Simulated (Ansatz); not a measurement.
Several settings converged on ZrCu5 (R3m, 6 atoms in the cell)

```
CELL_PARAMETERS angstrom
      0.00000     3.42178     3.42178
      3.42178     0.00000     3.42178
      3.42178     3.42178     0.00000
ATOMIC_POSITIONS crystal
  Zr 0.00422 0.00422 0.00422
  Cu 0.75000 0.75000 0.75000
  Cu 0.37589 0.87233 0.37589
  Cu 0.37589 0.37589 0.37589
  Cu 0.87233 0.37589 0.37589
  Cu 0.37589 0.37589 0.87233
```

Base method: LDA (PW92), default PAW files made with PBE (plane waves; Ansatz, a program for electronic structure).

Base settings: basis.ecutwfc = 420 eV; kpoints.mp_grid.grid = 8 8 8; hamiltonian.xc = lda; hamiltonian.pseudopotentials = {kind: paw} (the program's default PAW files); scf.occupations.method = fermi_dirac; scf.occupations.width = 0.1 eV.

The count of work is k-points × plane waves × bands × iterations; it is no time. Core times come from one kind of shared machine, to one figure; runs under 30 s give none.

**The k-point mesh**

The second cell is the first with its lattice scaled by 0.98.

Only quantities that move along the ladder and can be compared are tabulated.

| kpoints.mp_grid.grid | free energy less the last step's (meV/atom) | energy of the compressed cell less the first (meV/atom) | pressure (GPa) | largest difference of a force vector from the last step's (eV/Å) | count of work / last | core time / last (rough) |
|---|---|---|---|---|---|---|
| 2 2 2 | 205.06 | -20.52 | -8.44 | 0.098 | 0.017 | – |
| 4 4 4 | 8.96 | -22.47 | -8.95 | 0.025 | 0.056 | – |
| 6 6 6 | -0.60 | -21.88 | -8.85 | 0.015 | 0.14 | – |
| 8 8 8 | -0.62 | -21.81 | -8.84 | 0.005 | 0.28 | – |
| 9 9 9 | -0.29 | -21.77 | -8.83 | 0.002 | 0.37 | 0.4 |
| 11 11 11 | -0.07 | -21.76 | -8.83 | 0.000 | 0.63 | 0.6 |
| 13 13 13 | 0.00 | -21.76 | -8.83 | 0.000 | 1.0 | 1 |

Coarsest kpoints.mp_grid.grid that holds the forces within 0.02 eV/Å of the last step, with all finer ones: 6 6 6, at 0.14 of the last step's count of work; the step before is off by 0.025 eV/Å.

Coarsest kpoints.mp_grid.grid that holds the energy of the compressed cell less the first within 0.5 meV/atom of the last step, with all finer ones: 6 6 6, at 0.14 of the last step's count of work; the step before is off by 0.71 meV/atom.

Coarsest kpoints.mp_grid.grid that holds the pressure within 0.05 GPa of the last step, with all finer ones: 6 6 6, at 0.14 of the last step's count of work; the step before is off by 0.12 GPa.

The energy difference between the two cells stays within 1 meV/atom of the last step's from 4 4 4 on, the total only from 6 6 6 on: much of the error is common to both cells and cancels.

**The k-point mesh at a smearing width of 0.02 eV**

In this ladder: scf.occupations.width = 0.02 eV.

Only quantities that move along the ladder and can be compared are tabulated.

```tsv
kpoints.mp_grid.grid	free energy less the last step's (meV/atom)	pressure (GPa)	largest difference of a force vector from the last step's (eV/Å)	count of work / last	core time / last (rough)
3 3 3	59.50	-8.62	0.095	0.0086	–
5 5 5	3.92	-8.86	0.039	0.024	–
8 8 8	-2.49	-8.88	0.019	0.073	–
11 11 11	-0.21	-8.87	0.012	0.19	0.2
16 16 16	0.23	-8.85	0.008	0.53	0.5
20 20 20	0.00	-8.85	0.000	1.0	1
```

Coarsest kpoints.mp_grid.grid that holds the forces within 0.01 eV/Å: not settled: the last two steps still differ by 0.008 eV/Å, over half the tolerance, so the ladder does not show it.

Coarsest kpoints.mp_grid.grid that holds the free energy within 5 meV/atom of the last step, with all finer ones: 5 5 5, at 0.024 of the last step's count of work; the step before is off by 60 meV/atom.

Coarsest kpoints.mp_grid.grid that holds the pressure within 0.1 GPa of the last step, with all finer ones: 5 5 5, at 0.024 of the last step's count of work; the step before is off by 0.23 GPa.

**The k-point mesh at a smearing width of 0.3 eV**

In this ladder: scf.occupations.width = 0.3 eV.

Only quantities that move along the ladder and can be compared are tabulated.

```csv
kpoints.mp_grid.grid,free energy less the last step's (meV/atom),largest difference of a force vector from the last step's (eV/Å),count of work / last
3 3 3,28.03,0.014,0.014
5 5 5,1.84,0.003,0.046
8 8 8,0.01,0.000,0.16
11 11 11,0.00,0.000,0.35
16 16 16,0.00,0.000,1.0
```

Coarsest kpoints.mp_grid.grid that holds the free energy within 5 meV/atom of the last step, with all finer ones: 5 5 5, at 0.046 of the last step's count of work; the step before is off by 28 meV/atom.

Coarsest kpoints.mp_grid.grid that holds the forces within 0.005 eV/Å of the last step, with all finer ones: 5 5 5, at 0.046 of the last step's count of work; the step before is off by 0.014 eV/Å.

On the base run: the starting cell comes from a database of computed structures (which also holds hypothetical and non-ambient phases and stackings), without a prior relaxation at this level. Its lattice was rescaled by up to half a per cent. One atom was moved a little off its site on purpose. Spin polarisation is off. In the base run, with a pressure of about -9 GPa the cell is away from its equilibrium volume at this level. Ansatz's pressure includes its estimate of the finite-basis (Pulay) stress.

Keys are those of Ansatz 0.2.
